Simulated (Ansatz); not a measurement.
Start from Ir in the fcc (Cu type) structure (space group Fm-3m, No. 225; a = 3.812 Å; relaxed with 0.1 eV smearing). Axes: x, y, z lie along the cube axes.

Method: LDA (Ansatz, a quantum-chemistry and plane-wave program, PAW, without spin-orbit coupling).

Before the change:

- Volume per atom = 13.85 Å³

Now apply this change: compressive biaxial strain of 1.25 % in the plane normal to [111], as in epitaxy on a mismatched substrate; the out-of-plane cell vector and the atoms relax.

Problem. What does the calculation give for the volume per atom after the change?

Solution. The volume per atom decreases by 0.253 Å³, from 13.85 Å³ to 13.59 Å³.

Problem. Estimate the effect on the in-plane stress.

Solution. The mean in-plane stress (compression positive) amounts to +12.1 GPa.

Whether these cells are dynamically stable was not tested. All final runs are without spin polarisation.
